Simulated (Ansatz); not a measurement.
Consider Au in the fcc (Cu type) structure (space group Fm-3m, No. 225; a = 4.048 Å; relaxed with 0.1 eV smearing). Axes: x, y, z lie along the cube axes.

Level of theory: LDA in Ansatz (plane waves to 420 eV, PAW, no SOC).

Perturbation: tensile biaxial strain of 1.25 % in the plane normal to [111], as in epitaxy on a mismatched substrate; the out-of-plane cell vector and the atoms relax.

How does this affect the energy relative to the base?

The energy grows by 2.8 meV/atom.

Estimate the effect on the ratio −ε⊥/ε∥.

The ratio −ε⊥/ε∥ comes out as 1.35.

Whether these cells are dynamically stable was not tested.

Ansatz is a program for electronic structure.
